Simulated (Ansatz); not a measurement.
Take HfS₂ in the CdI2 type structure (space group P-3m1, No. 164; layered, stacked along the Cartesian z axis) as the base.

```xyz
3
Lattice="3.5475 0.0000 0.0000 -1.7737 3.0722 0.0000 0.0000 0.0000 5.5768" Properties=species:S:1:pos:R:3 pbc="T T T"
Hf     0.0000     0.0000     0.0000
S      0.0000     2.0481     1.4606
S      1.7737     1.0241     4.1163
```

Cartesian axes are those of the cell as printed.

Level of theory: PBEsol-D3(BJ), PAW, 420 eV (Ansatz, a program for electronic structure; no spin-orbit coupling).

It is then changed as follows: uniaxial strain ε_xx = −2.90 %, all other strain components held at zero, atoms relaxed at fixed cell.

Task: How does this affect the energy relative to the base and largest internal atomic displacement?

Result: The energy rises by 8.7 meV/atom; the largest internal atomic displacement comes out as 0.027 Å.

Whether these cells are dynamically stable was not tested.
